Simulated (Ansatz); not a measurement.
Base system: InSe in the beta-GaS type structure (space group P6_3/mmc, No. 194; a = 3.953 Å, c = 16.309 Å; layered, stacked along the Cartesian z axis). Axes: x lies along a and z along c of the hexagonal cell.

It is then changed as follows: biaxial strain −4.27 %, plane normal [001], relaxed out of plane (Cartesian); in-plane vectors clamped, the third vector and the atoms free.

Levels (all Ansatz, a quantum-chemistry and plane-wave program, PAW): PBEsol-D3(BJ) (420 eV, no SOC); r2SCAN (500 eV, without spin-orbit coupling); HSE06 (420 eV, spin-orbit coupling left out).

At the geometry relaxed with PBEsol-D3(BJ), these levels gave the following band gaps, in shuffled order: (a) 1.09 eV, (b) 1.74 eV, (c) 1.45 eV.

Question: Match each gap to its level.

Answer: (a) PBEsol-D3(BJ); (b) HSE06; (c) r2SCAN.

Single points use the geometry relaxed with PBEsol-D3(BJ). HSE06 was sampled on its mesh, a few special points and the semilocal edge points, so its gap is an upper bound. No phonon test of stability was made.
